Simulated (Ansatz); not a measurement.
## AlAs (model structure, started from the BeO type, P4₂/mnm, No. 136, 8 atoms in the cell): properties by level of theory

```tsv
level (code)	lattice constant a (Å)	lattice parameter c (Å)	cohesive energy (eV/atom)
LDA (Ansatz)	___	4.000	___
PBE (Ansatz)	___	4.064	___
PBEsol (Ansatz)	6.896	4.031	3.98
PBE-D3(BJ) (Ansatz)	6.875	4.033	3.92
```

Complete the blanks.


- LDA (Ansatz, a quantum-chemistry and plane-wave program), lattice constant a (Å): 6.838
- LDA (Ansatz), cohesive energy (eV/atom): 4.40
- PBE (Ansatz), lattice constant a (Å): 6.967
- PBE (Ansatz), cohesive energy (eV/atom): 3.63

Ansatz's density-functional and Hartree–Fock values are scalar-relativistic unless marked +SOC, with PAW data made under PBE.

Free atoms are spin-polarised, in the lowest state found; at levels without +SOC their spin–orbit coupling is left out.

Static lattice: no zero-point or thermal effects.

A model structure was made by putting elements into a prototype or built by hand; it is no filed structure, need not be a known phase, and can be a saddle point held by its symmetry.
